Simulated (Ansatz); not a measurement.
**A self-consistent single point of ScAg₂ (I4mm, 3 atoms in the cell) with Ansatz (a quantum-chemistry and plane-wave program)**

Computed with PBEsol, default PAW files made with PBE (plane waves; Ansatz).

Input as run:

Ansatz 0.2 input:
```yaml
crystal:
  lattice:
    - [-1.77443700, 1.77443700, 4.47660000]
    - [1.77443700, -1.77443700, 4.47660000]
    - [1.77443700, 1.77443700, -4.47660000]
  atoms:
    - { symbol: Sc, position: [0.00558500, 0.00558500, 0.00000000] }
    - { symbol: Ag, position: [0.66664000, 0.66664000, 0.00000000] }
    - { symbol: Ag, position: [0.33336000, 0.33336000, 0.00000000] }
basis:
  ecutwfc: 30.9 Ry
kpoints:
  mp_grid: { grid: [9, 9, 9] }
hamiltonian:
  xc: pbesol
  pseudopotentials: { kind: paw }
scf:
  occupations: { method: fermi_dirac, width: 0.0073 Ry }
output:
  forces: true
  eigenvalues: true
  stress: true
```

Output, abridged:

```
WARN ansatz: RAYON_NUM_THREADS=1 ignored (pool sized by the plan → 1); use --threads N
basis.fft_grid_basis auto: the FFT boxes are laid along the combinations [[1, 0, 1], [0, 1, 1], [0, 0, 1]] of the cell's own vectors, 3.549, 3.549 and 5.132 Å …
Pseudopotentials: kind: paw
Pseudopotential: Sc, paw, valence charge 11
Pseudopotential: Ag, paw, valence charge 19
Crystal: 3 atoms, lattice volume = 56.381 Å³
Basis set: ecut = 420.4159175005146 eV, 1087 PW (Γ), FFT grids on a1+a3, a2+a3, a3, exchange–correlation on 48×48×72 points (8 copies of the dense FFT grid, shifted against one another)
Bands: 30, of which v1, the nominal top of the filled ones, is band 25 counted from 1 (24 counted from 0)
Symmetry: 8 space group operations
Space group: I4mm (ITA 107), of the structure as read, at distance tolerance 3.8e-5 Å
k-points: 75 of 729 (time reversal used)
PAW frozen core: Sc, regenerated for the run's functional, and the local potential with it
PAW frozen core: Ag, regenerated for the run's functional, and the local potential with it
Initial density: superposition of atomic densities (neutral atoms: chi_scale 0, normalization atom), corrected by the library's trained network
Initial wavefunctions: pseudopotential atomic-orbital guess
Eigensolver: davidson
Functional: x = pbesol(κ = 0.804, μ = 0.12345679012345678), c = pbesol(β = 0.046)
SCF iter   1: F=—  HF=-17156.878319 eV  |F-HF|=—  |Δ(HF+E_count)|=         —  Δρ=8.55e-3  dr2=3.90e-2  ethr=1.77e-3  ⟨swp⟩=3.9  Hψ=7169  notcnv=0
all-band conjugate gradients solve this SCF's bands
preconditioner: auto → Kerker (q_TF=auto, 2.665 Å⁻¹)
SCF iter   2: F=—  HF=-17156.868047 eV  |F-HF|=—  |Δ(HF+E_count)|=   1.03e-2  Δρ=2.66e-3  dr2=4.37e-3  ethr=7.97e-5  ⟨swp⟩=2.1  Hψ=4093  notcnv=0
SCF iter   3: F=—  HF=-17156.866856 eV  |F-HF|=—  |Δ(HF+E_count)|=   1.19e-3  Δρ=9.47e-4  dr2=4.23e-4  ethr=8.91e-6  ⟨swp⟩=2.3  Hψ=3348  notcnv=0
SCF iter   4: F=—  HF=-17156.866781 eV  |F-HF|=—  |Δ(HF+E_count)|=   7.52e-5  Δρ=2.94e-4  dr2=4.14e-5  ethr=8.64e-7  ⟨swp⟩=2.1  Hψ=3070  notcnv=0
SCF iter   5: F=—  HF=-17156.866779 eV  |F-HF|=—  |Δ(HF+E_count)|=   2.46e-6  Δρ=6.30e-5  dr2=2.93e-6  ethr=8.44e-8  ⟨swp⟩=2.9  Hψ=4054  notcnv=0
SCF iter   6: F=—  HF=-17156.866778 eV  |F-HF|=—  |Δ(HF+E_count)|=   5.96e-7  Δρ=1.52e-5  dr2=1.67e-7  ethr=5.97e-9  ⟨swp⟩=2.0  Hψ=3114  notcnv=0
SCF iter   7: F=-17156.866778 eV  HF=-17156.866778 eV  |F-HF|=5.61e-9  |Δ(HF+E_count)|=   3.50e-8  Δρ=3.94e-6  dr2=9.11e-9  ethr=2.04e-10  ⟨swp⟩=4.2  Hψ=7462  notcnv=0
SCF 1 converged in 7 iterations: F = -17156.866778 eV  dr2 = 9.11e-9
SCF converged after 7 iterations
Free energy (F): -17156.866778 eV
Harris-Foulkes:  -17156.866778 eV  (|F-HF|=5.61e-9)
Internal energy: -17156.824245 eV  (E = F + TS)
E sigma→0 (E₀):  -17156.845511 eV
Entropy (-TS):   -0.042533 eV (-14.178 meV/atom)
Fermi energy:    14.702437 eV
--- Per-component energies (eV) ---
  E_band       = -697.761563
  E_kinetic    = 1313.819439
  E_local      = -5726.551512  (includes V_loc(G=0)·N_el)
  E_nonlocal   = 244.086605
  E_hartree    = 2501.485657
  E_xc         = -471.888830
  E_vxc        = -598.849512  (∫ρ·V_xc dr)
  E_paw        = -8597.654075  (= ΣΔE_a)
  E_vpaw       = -933.232881  (= ΣTr[D̂ρ^β])
  E_aug_tail   = 0.000604  (compensation charges beyond the density's cutoff)
  E_ewald      = -6420.896637
  E_core_change = 0.774503  (= ΣΔE_core)
  E_smearing   = -0.042533  (= −TS)
  E_closure    = -0.000000  (closes the sum)
  Σ components = -17156.866778   (vs F -17156.866778, Δ=0.00e0)
--- Forces (eV/Å), atoms counted from 1 ---
  atom   1  Sc     0.00000000     0.00000000    -0.27422170
  atom   2  Ag    -0.00000000    -0.00000000     0.15325499
  atom   3  Ag     0.00000000     0.00000000     0.12095297
  max |Σ_I F_I| component: 1.37e-5 eV/Å
--- Stress (GPa, compression-positive) ---
       -3.583750      -0.000000      -0.000000
       -0.000000      -3.583750      -0.000000
       -0.000000      -0.000000      -4.389307
  P = ⅓ Tr σ = -3.8523 GPa (-38.523 kbar)
  The stress holds the Pulay correction. Without it, at fixed plane waves, as pw.x and ABINIT print it: P = -3.8831 GPa
--- Band table (eV; the first three rows and the last of 75) ---
  k-point 0: bands = ["-77.6641", "-77.6056", "-41.1613", "-41.1432", "-41.1432", "-41.0925", "-41.0632", "-41.0632", "-35.0288", "-13.7465", "-13.6933", "-13.6933", "7.5298", "9.0096", "9.3815", "9.5311", "9.7308", "9.9547", "9.9547", "9.9847", [...]
  k-point 1: bands = ["-77.6639", "-77.6057", "-41.1614", "-41.1442", "-41.1428", "-41.0916", "-41.0654", "-41.0635", "-35.0270", "-13.7440", "-13.7044", "-13.7035", "7.8626", "9.0921", "9.3980", "9.4293", "9.7018", "9.8057", "9.9189", "9.9629", [...]
  k-point 2: bands = ["-77.6636", "-77.6058", "-41.1615", "-41.1470", "-41.1419", "-41.0934", "-41.0675", "-41.0640", "-35.0227", "-13.7384", "-13.7312", "-13.7291", "8.5913", "9.1722", "9.3046", "9.4761", "9.6823", "9.7848", "9.8331", "10.0036", [...]
  k-point 74: bands = ["-77.6637", "-77.6059", "-41.1491", "-41.1437", "-41.1435", "-41.1071", "-41.0625", "-41.0623", "-35.0269", "-13.7501", "-13.7043", "-13.6919", "8.7434", "8.8021", "9.0274", "9.3808", "9.5301", "9.5880", "10.2961", "10.4098", [...]
```

The run converged in 7 iterations.

The starting cell comes from a database of computed structures (which also holds hypothetical and non-ambient phases and stackings), without a prior relaxation at this level. Its lattice was rescaled by up to half a per cent. One atom was moved a little off its site on purpose. With a pressure of about -4 GPa the cell is away from its equilibrium volume at this level. Ansatz's pressure includes its estimate of the finite-basis (Pulay) stress.
